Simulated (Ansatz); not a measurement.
Base system: TiAl (space group P4/mmm, No. 123; a = 2.813 Å, c = 4.062 Å; relaxed with 0.1 eV smearing). Axes: x, y, z lie along a, b, c of the conventional cell.

The values are results of r2SCAN (Ansatz, an electronic-structure program, PAW, no spin-orbit coupling), not measurements.

Strains are applied to the cell and any free atomic positions relax.

One change was made to it. Results:

| quantity | base | after |
|---|---|---|
| pressure (mean of the normal stresses, compression positive) | 0.0 GPa | -0.6 GPa |
| energy relative to the base (free energy F) | 0 meV/atom | +0.3 meV/atom |

Problem. Which of these changes matches the shifts?
(A) uniaxial strain ε_xx = +3.00 %
(B) uniaxial strain ε_xx = +2.50 %
(C) uniaxial strain ε_xx = +2.00 %
(D) uniaxial strain ε_xx = +0.50 %
(E) uniaxial strain ε_xx = +1.50 %

Solution. D, uniaxial strain ε_xx = +0.50 %. For comparison, the energy relative to the base in the other runs: uniaxial strain ε_xx = +2.50 % gives +6.3 meV/atom; uniaxial strain ε_xx = +3.00 % gives +9.0 meV/atom; uniaxial strain ε_xx = +1.50 % gives +2.3 meV/atom; uniaxial strain ε_xx = +2.00 % gives +4.1 meV/atom.

Stability against distortions was not tested. All final runs are without spin polarisation.
